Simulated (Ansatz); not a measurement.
Data:

End structure of a constructed model of the (111) surface of fcc Pt, p(2x2) layer of Sn, one a cell, on the site that continues the host's stacking (bottom of the slab: a bare face, its two planes held):

```
CELL_PARAMETERS angstrom
      5.61443     0.00000     0.00000
     -2.80721     4.86224     0.00000
      0.00000     0.00000    30.00000
ATOMIC_POSITIONS crystal
  Pt 0.16667 0.83333 0.26952
  Pt 0.16667 0.33333 0.26952
  Pt 0.66667 0.83333 0.26952
  Pt 0.66667 0.33333 0.26952
  Pt 0.33333 0.66667 0.34592
  Pt 0.33333 0.16667 0.34592
  Pt 0.83333 0.66667 0.34592
  Pt 0.83333 0.16667 0.34592
  Pt 0.50000 0.50000 0.42183
  Pt 0.49948 0.99974 0.42192
  Pt 0.00026 0.50052 0.42192
  Pt 0.00026 0.99974 0.42192
  Pt 0.66628 0.33372 0.49769
  Pt 0.66628 0.83256 0.49769
  Pt 0.16744 0.33372 0.49769
  Pt 0.16667 0.83333 0.49857
  Pt 0.83333 0.16667 0.57347
  Pt 0.83333 0.66666 0.57482
  Pt 0.33334 0.16667 0.57482
  Pt 0.33334 0.66666 0.57482
  Pt 0.99643 0.00357 0.65309
  Pt 0.99643 0.49287 0.65309
  Pt 0.50713 0.00357 0.65309
  Pt 0.50000 0.50000 0.65212
  Sn 0.16667 0.83333 0.72281
```

Slab: 25 atoms, 13.8 Å thick at the start; k 8x8x1, smearing 0.1 eV, dipole-corrected; 8 atoms held, the rest relaxed; held to the start's symmetry, so lower structures may exist; no spin, no spin-orbit, no U. It is one candidate, not shown to be the stable structure of the face.

Problem. Predict the work function of the top face from PBE run with Ansatz (an electronic-structure program).

Solution. 4.34 eV
